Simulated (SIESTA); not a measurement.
Worked example: self-consistent single point of a (001) slab of Ga (cut from a parent of space group no. 64; 4 atoms in the cell) in SIESTA.

Level of theory: SIESTA with GGA PBEsol, numerical atomic orbitals DZP, PseudoDojo PBEsol standard norm-conserving potentials (rewritten from UPF to PSML).

```
CELL_PARAMETERS angstrom
      4.42484     0.00000     0.00000
     -6.56411     3.87334     0.00000
      0.00000     0.00000    17.77719
ATOMIC_POSITIONS crystal
  Ga 0.00000 0.84510 0.60624
  Ga 0.00000 0.65490 0.47946
  Ga 0.00000 0.34510 0.52054
  Ga 0.00000 0.15490 0.39376
```

Reference input (self-consistent single point, DFT, GGA PBEsol, numerical atomic orbitals DZP, PseudoDojo PBEsol standard norm-conserving potentials (rewritten from UPF to PSML)): XC.functional = GGA; XC.authors = PBEsol; potentials = PseudoDojo PBEsol standard; PAO.BasisSize = DZP; PAO.EnergyShift = 0.01 Ry; MeshCutoff = 400 Ry; kgrid.MonkhorstPack = 7 7 1; OccupationFunction = MP; OccupationMPOrder = 0; ElectronicTemperature = 0.1 eV; MaxSCFIterations = 150; SCF.Mixer.Method = Pulay. This run's input differs from it in these lines:

```diff
@@ -29,4 +29,4 @@
 %block kgrid.MonkhorstPack
-    7   0   0  0.0
-    0   7   0  0.0
+    8   0   0  0.0
+    0   8   0  0.0
     0   0   1  0.0
```

Output, abridged:

```
        iscf     Eharris(eV)        E_KS(eV)     FreeEng(eV)     dDmax    Ef(eV) dHmax(eV)
   scf:    1    -8303.742223    -8303.480220    -8303.495536  0.752336 -3.520042  3.071086
   scf:    2    -8303.803271    -8303.655642    -8303.673167  0.078199 -3.575940  2.046057
   scf:    3    -8303.804110    -8303.732904    -8303.750592  0.057348 -3.682144  1.096962
   scf:    4    -8303.794195    -8303.767504    -8303.785275  0.070510 -3.790340  0.120153
   scf:    5    -8303.768553    -8303.768176    -8303.785874  0.011671 -3.769676  0.058941
   scf:    6    -8303.767184    -8303.767876    -8303.785678  0.003846 -3.742215  0.116622
   scf:    7    -8303.768377    -8303.768214    -8303.785952  0.002464 -3.754258  0.002597
   scf:    8    -8303.768215    -8303.768215    -8303.785952  0.000258 -3.754621  0.002041
   scf:    9    -8303.768213    -8303.768214    -8303.785952  0.000095 -3.754114  0.000724
SCF Convergence by DM+H criterion
max |DM_out - DM_in|         :     0.0000946469
max |H_out - H_in|      (eV) :     0.0007240583
SCF cycle converged after 9 iterations

Using DM_out to compute the final energy and forces

siesta: E_KS(eV) =            -8303.7682

siesta: E_KS - E_eggbox =     -8303.7682

siesta: Atomic forces (eV/Ang):
     1   -0.204686    0.119937   -0.060461
     2   -0.041914    0.025092   -0.549013
     3    0.041922   -0.025096    0.548942
     4    0.204679   -0.119933    0.060532
   Tot    0.000000   -0.000000   -0.000000
   Max    0.549013
   Res    0.246205    sqrt( Sum f_i^2 / 3N )
   Max    0.549013    constrained

Stress tensor Voigt[x,y,z,yz,xz,xy] (kbar):        7.33        9.70       -0.93       -2.30        3.90        1.97
(Free)E + p*V (eV/cell)    -8304.8063
   [... lines left out ...]
siesta: FreeEng =     -8303.785952
siesta: Cell volume =        304.681759 Ang**3
siesta:          -5.36559649         -8.05739450  kBar
   [... lines left out ...]

              0.014   0.032

mulliken: Qtot =       52.000

Mulliken Atomic Populations:
Atom #   charge [q] valence [e]  Species
     1     0.135581   12.864419  Ga
     2    -0.135585   13.135585  Ga
     3    -0.135586   13.135586  Ga
     4     0.135589   12.864411  Ga
 Total     0.000000

siesta: Electric dipole (a.u.)  =   -0.000000   -0.000000   -0.000038
siesta: Electric dipole (Debye) =   -0.000000   -0.000000   -0.000098
```

The run converged in 9 iterations. Against the reference run the free energy rises by 1.6 meV/atom and the largest force goes from 0.568 to 0.551 eV/Å.

The starting cell has typed, rounded lattice constants, without a prior relaxation at this level. The slab is cut from that crystal, and its faces are unrelaxed. Its lattice was rescaled by up to half a per cent. Values carry the incompleteness of an atom-centred basis.

Cost on one core of a shared machine: roughly 80 s.
